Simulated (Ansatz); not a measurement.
YN in the rock salt structure (space group Fm-3m, No. 225)

Space group Fm-3m (No. 225); a = b = c = 4.856 Å, α = β = γ = 90.00°

```csv
atom,site,symmetry,x,y,z
Y,4a,m-3m,0.0000,0.0000,0.0000
N,4b,m-3m,0.5000,0.5000,0.5000
```
(The calculation used a cell of 2 atoms; values per cell refer to that cell.)

Computed with PBEsol, PAW, 420 eV (Ansatz, a first-principles code; no SOC). k-mesh 12×12×12 (Γ-centred); smearing 0.05 eV (Fermi–Dirac).

| Quantity | Result |
|---|---|
| Volume per atom | 14.31 Å³ |
| Density | 5.97 g/cm³ |
| Band gap | 0.08 eV, indirect, Γ → X |
| Hole mass (degenerate bands, along [100]) | 0.16, 0.99, 0.99 mₑ |
| Lowest conduction-band minima above the VBM | X along ⟨100⟩ 0.08 eV |
| Total energy | -2088.621 eV/atom (σ→0; compares only within this code and set-up) |

Effective masses come from finite differences of ±0.01 Å⁻¹. Whether these cells are dynamically stable was not tested. The zero or small gap of YN can change with the level of theory.
